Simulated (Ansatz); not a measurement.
Start from CsSnI3 in the cubic perovskite structure (space group Pm-3m, No. 221; a = 6.0305 Å). Axes: x, y, z lie along the cube axes.

The values are results of DFT with LDA, PAW potentials and a 420 eV plane-wave cutoff in Ansatz (an electronic-structure program), no spin-orbit coupling, not measurements.

For the base:

```
Property                         Value
-----------------------------  -------
Shortest interatomic distance  3.015 Å
```

Now apply this change: tensile biaxial strain of 2.40 % in the plane normal to [001], as in epitaxy on a mismatched substrate; the out-of-plane cell vector and the atoms relax.

Predict the new energy relative to the base.

The energy increases by 8.2 meV/atom.

Predict the new shortest interatomic distance.

The shortest interatomic distance falls by 0.0146 Å, from 3.015 Å to 3.001 Å.

No phonon test of stability was made. All final runs are without spin polarisation. Many cubic perovskites are stable only at high temperature; tilts and polar distortions were not tested.
